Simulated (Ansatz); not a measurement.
AgRhO2: pressure −1 GPa

Start from AgRhO2 (space group R-3m, No. 166; a = 3.0535 Å, c = 18.5756 Å (hexagonal axes); a model cell, its experimental status unchecked).

Now apply this change: hydrostatic tension (pressure −1 GPa).

Calculations: PBEsol, PAW, 420 eV (Ansatz, a first-principles code; no spin-orbit coupling). Settings: 12×12×12 k-points, 0.05 eV Fermi–Dirac smearing.

- Volume per atom = 12.58 Å³ (base 12.50 Å³)
- Lattice parameter a = 5.785 bohr (base 5.770 bohr)
- c/a ratio = 6.074 (base 6.083)
- Shortest interatomic distance = 3.837 bohr (base 3.831 bohr)
- Enthalpy H = E + PV relative to the base's energy = -0.08 eV/atom
- Band gap = 0.41 eV (base 0.42 eV)
- Smallest direct gap = 0.72 eV (base 0.72 eV)
- Width of the top valence band = 1.05 eV (base 1.07 eV)

Load acts through the strain it causes; cell and atoms are relaxed under it. No phonon test of stability was made.
